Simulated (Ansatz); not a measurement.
Start from MgO in the rock salt structure (space group Fm-3m, No. 225; a = 4.204 Å). Axes: x, y, z lie along the cube axes.

Method: r2SCAN, PAW, 500 eV (Ansatz, a program for electronic structure; scalar-relativistic without spin-orbit coupling).

Strains are applied to the cell and any free atomic positions relax; under biaxial strain the out-of-plane vector relaxes too.

One change was made to it. Results:

```json
[
 {"quantity": "band gap", "base": "5.68 eV", "after": "5.88 eV"},
 {"quantity": "pressure", "base": "0.01 GPa", "after": "3.30 GPa"}
]
```

Task: Name the change that was made.
A) isotropic strain −0.63 %
B) uniaxial strain ε_zz = +2.37 %
C) tensor shear ε_xz = −0.69 %
D) biaxial strain −3.04 %, plane normal [111], relaxed out of plane

Result: A, isotropic strain −0.63 %. For comparison, the band gap in the other runs: tensor shear ε_xz = −0.69 % gives 5.63 eV; biaxial strain −3.04 %, plane normal [111], relaxed out of plane gives 6.08 eV; uniaxial strain ε_zz = +2.37 % gives 5.41 eV.

Stability against distortions was not tested.
